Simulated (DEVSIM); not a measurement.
System: illuminated Si n-on-p cell, one wavelength, at 250 K.

```tsv
layer (left to right)	material	thickness (μm)	Nd (cm⁻³)	Na (cm⁻³)	τn (s)	τp (s)	absorption coefficient (cm⁻¹)
1	Si	0.630	1.7e18	-	9.2e-8	1.1e-8	5100
2	Si	97.0	-	1.1e16	2.8e-7	2.8e-7	5100
```

Left contact: ohmic, minority hole recombination velocity 20000 cm/s. Right contact: ohmic, minority electron recombination velocity 90 cm/s. Voltage is applied to the left contact. Recombination: SRH at mid-gap, radiative, Auger. Gap narrowing is on: ΔEg = 6.92 meV × (l + √(l² + 0.5)), l = ln(N/1.3e17 cm⁻³), shared equally by both band edges. Light enters at the left, 1e18 photons cm⁻² s⁻¹, one pass, no reflection. Mobility is μmin + (μ − μmin)/(1 + (N/Nref)^α).

The device is made up for the run: typed textbook-type constants, with dimensions and the other settings drawn at random. Values at 300 K; Nc and Nv go as T^1.5, mobilities as T to minus their exponent, the gap by Varshni's rule with the affinity fixed.

```tsv
parameter	Si
gap (eV)	1.124
affinity (eV)	4.05
permittivity	11.7
Nc (cm⁻³)	2.86e19
Nv (cm⁻³)	3.1e19
μn (cm²/Vs)	1417
μp (cm²/Vs)	470
μn,min	52
μp,min	45
Nref,n	9.7e16
Nref,p	2.2e17
αn	0.68
αp	0.72
T exponent of μn	2.3
T exponent of μp	2.2
B (cm³/s)	4.7e-15
Cn (cm⁶/s)	2.8e-31
Cp (cm⁶/s)	9.9e-32
Varshni α (eV/K)	0.000473
Varshni β (K)	636
```

DEVSIM, 1D drift-diffusion, Boltzmann statistics, complete ionisation; no tunnelling, impact ionisation, image-force lowering or self-heating.

Base results: largest field in the device at zero bias (V/cm) 68000; fill factor 0.86; dark forward voltage at 100 A/cm² (V) 0.973; share of generated pairs collected at short circuit 0.922.

Q: What follows from this one change: temperature 250 → 450 K?

A: largest field in the device at zero bias 68000 → 83000 V/cm; fill factor 0.86 → 0.58; dark forward voltage at 100 A/cm² little changed (0.969 V); share of generated pairs collected at short circuit 0.922 → 0.897.

Q: What follows from this one change: minority lifetime in layer 1 1.1e-08 → 3.3e-07 s?

A: largest field in the device at zero bias little changed (68000 V/cm); fill factor little changed (0.86); dark forward voltage at 100 A/cm² little changed (0.971 V); share of generated pairs collected at short circuit 0.922 → 0.928.

Q: What follows from this one change: doping Nd of layer 1 1.7e+18 → 5.1e+16 cm^-3?

A: largest field in the device at zero bias 68000 → 47000 V/cm; fill factor little changed (0.86); dark forward voltage at 100 A/cm² 0.973 → 0.999 V; share of generated pairs collected at short circuit 0.922 → 0.951.

Q: What follows from this one change: thickness of layer 2 97 → 160 μm?

A: largest field in the device at zero bias little changed (68000 V/cm); fill factor little changed (0.86); dark forward voltage at 100 A/cm² 0.973 → 1.167 V; share of generated pairs collected at short circuit little changed (0.922).

Q: What follows from this one change: recombination velocity at the left contact 20000 → 100000 cm/s?

A: largest field in the device at zero bias little changed (68000 V/cm); fill factor little changed (0.86); dark forward voltage at 100 A/cm² 0.973 → 0.979 V; share of generated pairs collected at short circuit 0.922 → 0.871.

Q: What follows from this one change: constant mobility in place of the doping-dependent one?

A: largest field in the device at zero bias little changed (68000 V/cm); fill factor little changed (0.86); dark forward voltage at 100 A/cm² 0.973 → 0.956 V; share of generated pairs collected at short circuit 0.922 → 0.955.
